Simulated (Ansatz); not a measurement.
The starting structures come from a database of crystals and need not be the phases stable at ambient conditions.

 Where the default PAW files enter, the runs use the earlier of Ansatz's two default sets.

Crystal: NaCaH6Ir (F-43m, not sure to be the ambient phase, 9 atoms a cell, 10.5 Å³ an atom, -2 GPa at this level); planes in its conventional cell.

The numbers are results of r2SCAN (plane waves, PAW; Ansatz, an electronic-structure program), not measurements.

The gap is the functional's own, uncorrected, and κ follows it; spin-orbit coupling is left out. Mid-gap values are interpolated between the computed energies.

```csv
plane,area of the cell (Å²),mid-gap κ (1/Å),largest κ in the gap (1/Å)
(111),22.6,0.39,0.40
(001),26.1,[?],[?]
(110),36.9,[?],[?]
```

Question: The slowest decay depends on the direction. Supply the withheld values.

Answer: 
- (001), mid-gap κ (1/Å): 0.43
- (001), largest κ in the gap (1/Å): 0.44
- (110), mid-gap κ (1/Å): 0.36
- (110), largest κ in the gap (1/Å): 0.38
